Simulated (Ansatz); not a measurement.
A calculation on fcc Yb returned lattice constant a 5.225 Å, bulk modulus 19.1 GPa.

For reference: lattice constant a 5.485 Å (measured, 293 K, not corrected to a static lattice; as tabulated in Wikipedia's data pages); bulk modulus 16.3 GPa (measured, temperature not stated, not corrected to a static lattice; as tabulated in doi:10.1007/BF02743909 (ytterbium under pressure), abstract).

Question: Which level of theory produced these numbers?
(A) PBE (Ansatz, a program for electronic structure)
(B) r²SCAN+SOC (Ansatz)
(C) HSE06 (Ansatz)
(D) PBEsol (Ansatz)

Answer: A, PBE (Ansatz)

The others give: PBEsol 5.069 Å, 20.7 GPa; HSE06 5.580 Å, 13.0 GPa; r²SCAN+SOC 5.148 Å, 20.0 GPa.

Unless a cell is named, each level is at its own relaxed cell (HSE06 43.42, PBE 35.65, PBEsol 32.56, r²SCAN+SOC 34.11 Å³/atom).

Ansatz's density-functional and Hartree–Fock values are scalar-relativistic unless marked +SOC, with PAW data made under PBE.
